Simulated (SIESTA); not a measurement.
Band structure of BiPt (P6_3/mmc, 4 atoms in the cell).

```yaml
crystal:
  lattice:
    - [4.39676, 0.00000, 0.00000]
    - [-2.19838, 3.80771, 0.00000]
    - [0.00000, 0.00000, 5.55247]
  atoms:
    - { symbol: Bi, position: [0.33333, 0.66667, 0.25000] }
    - { symbol: Bi, position: [0.66667, 0.33333, 0.75000] }
    - { symbol: Pt, position: [0.00000, 0.00000, 0.50000] }
    - { symbol: Pt, position: [0.00000, 0.00000, 0.00000] }
```

Method of the run: LDA PW92, numerical atomic orbitals DZP, PseudoDojo LDA standard norm-conserving potentials (rewritten from UPF to PSML) in SIESTA 5.4.2.

Settings: XC.functional = LDA; XC.authors = PW92; potentials = PseudoDojo LDA standard; PAO.BasisSize = DZP; PAO.EnergyShift = 0.01 Ry; MeshCutoff = 350 Ry; kgrid.MonkhorstPack = 7 7 5; OccupationFunction = FD; ElectronicTemperature = 100 meV; MaxSCFIterations = 150; SCF.Mixer.Method = Broyden; SCF.Mixer.Weight = 0.1; SCF.Mixer.History = 8; SCF.DM.Tolerance = 1.0E-05.

The starting cell comes from a database of computed structures (which also holds hypothetical and non-ambient phases and stackings), without a prior relaxation at this level. Its lattice was rescaled by a random factor within 2.5 % of one. Spin-orbit coupling is off. Spin polarisation is off. Values carry the incompleteness of an atom-centred basis.

Levels in eV from the Fermi level, bands 30 to 35:
```
point     30     31     32     33     34    35
-----  -----  -----  -----  -----  -----  ----
Γ      -1.60   0.28   0.28   0.97   1.53  2.37
M      -2.43  -2.17  -1.68  -1.58  -1.51  2.08
K      -1.63  -1.63  -1.48  -0.17  -0.17  0.28
A      -2.93  -1.72  -1.72   2.34   2.34  2.34
L      -2.64  -2.54  -2.54   0.63   0.63  1.11
H      -2.79  -2.05  -2.05  -1.43  -1.43  4.30
```

Bands cross the Fermi level along this path, so the cell is metallic at this level.

Higher empty bands are left out: an atom-centred basis made for the valence describes them poorly.
